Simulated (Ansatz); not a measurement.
Results of PBE (Ansatz, a quantum-chemistry and plane-wave program, plane waves, PAW) for Sb₂TeO₂ (model structure, started from the Bi2O2Se type, I4/mmm, No. 139, 5 atoms in the cell).

Numerical settings: plane-wave cutoff 520 eV, 20×20×20 k mesh, Fermi–Dirac smearing 0.05 eV, scalar-relativistic PAW data made under PBE.

Cell (relaxed at this level):

```cif
data_O2Sb2Te
_chemical_formula_sum 'Sb2 O2 Te1'
_space_group_name_H-M_alt 'P 1'
_space_group_IT_number 1
_cell_length_a 6.86857
_cell_length_b 6.86857
_cell_length_c 6.86857
_cell_angle_alpha 146.996
_cell_angle_beta 146.996
_cell_angle_gamma 47.370
loop_
_space_group_symop_operation_xyz
  'x, y, z'
loop_
_atom_site_label
_atom_site_type_symbol
_atom_site_fract_x
_atom_site_fract_y
_atom_site_fract_z
_atom_site_occupancy
Sb1 Sb 0.34619 0.34619 0.00000 1
Sb2 Sb 0.65381 0.65381 0.00000 1
O1 O 0.75000 0.25000 0.50000 1
O2 O 0.25000 0.75000 0.50000 1
Te1 Te 0.00000 0.00000 0.00000 1
```

**Question.** Give the computed bulk modulus B0.

**Answer.** 
- bulk modulus B0 = 71.7 GPa

The run finds no gap.

Note: the bulk modulus is −V dP/dV from two relaxed cells at ±2 % in volume; the relaxation could raise the start's symmetry but not lower it, so the cell can be a saddle point.

Spin–orbit coupling is not included; it can open a gap where bands touch, and shift volumes and moduli.

Computed values are for the static lattice.

The result took around 11 core-minutes (rough).

A model structure was made by putting elements into a prototype or built by hand; it is no filed structure, need not be a known phase, and can be a saddle point held by its symmetry.
